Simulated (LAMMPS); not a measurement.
Molecular dynamics of a free-standing liquid film of Cu, 2352 atoms, at 1360 K.

Level of theory: classical MD, pair style eam, the elements' _u3.eam files (universal-3 set of Foiles, Baskes and Daw); code LAMMPS.

- surface tension = 0.84 ± 0.03 N/m
- excess potential energy of the surface = 1.2 J/m²
- number density in the middle = 0.0745 Å⁻³
- cost = roughly 6 core-minutes

Potential: the _u3.eam files of the LAMMPS distribution; the Cu file's header cites Foiles et al, Phys Rev B, 33, 7983 (1986).

Errors shown are sampling errors alone.

| z (Å) | number density (Å⁻³) |
|---|---|
| -25.31 | 0.0000 |
| -24.30 | 0.0016 |
| -23.30 | 0.0194 |
| -22.30 | 0.0602 |
| -21.30 | 0.0737 |
| -20.29 | 0.0764 |
| -19.29 | 0.0753 |
| -18.29 | 0.0746 |
| -17.29 | 0.0747 |
| -16.29 | 0.0744 |
| -15.28 | 0.0747 |
| -14.28 | 0.0746 |
| -13.28 | 0.0740 |
| -12.28 | 0.0747 |
| -11.27 | 0.0753 |
| -10.27 | 0.0734 |
| -9.270 | 0.0756 |
| -8.270 | 0.0740 |
| -7.270 | 0.0751 |
| -6.260 | 0.0743 |
| -5.260 | 0.0743 |
| -4.260 | 0.0747 |
| -3.260 | 0.0742 |
| -2.250 | 0.0747 |
| -1.250 | 0.0746 |
| -0.2500 | 0.0737 |
| 0.7500 | 0.0756 |
| 1.750 | 0.0732 |
| 2.760 | 0.0759 |
| 3.760 | 0.0734 |
| 4.760 | 0.0747 |
| 5.760 | 0.0752 |
| 6.760 | 0.0738 |
| 7.770 | 0.0751 |
| 8.770 | 0.0737 |
| 9.770 | 0.0751 |
| 10.77 | 0.0742 |
| 11.78 | 0.0746 |
| 12.78 | 0.0749 |
| 13.78 | 0.0743 |
| 14.78 | 0.0745 |
| 15.78 | 0.0743 |
| 16.79 | 0.0741 |
| 17.79 | 0.0753 |
| 18.79 | 0.0746 |
| 19.79 | 0.0769 |
| 20.80 | 0.0736 |
| 21.80 | 0.0593 |
| 22.80 | 0.0202 |
| 23.80 | 0.0022 |
| 24.80 | 0.0001 |
| 25.81 | 0.0000 |
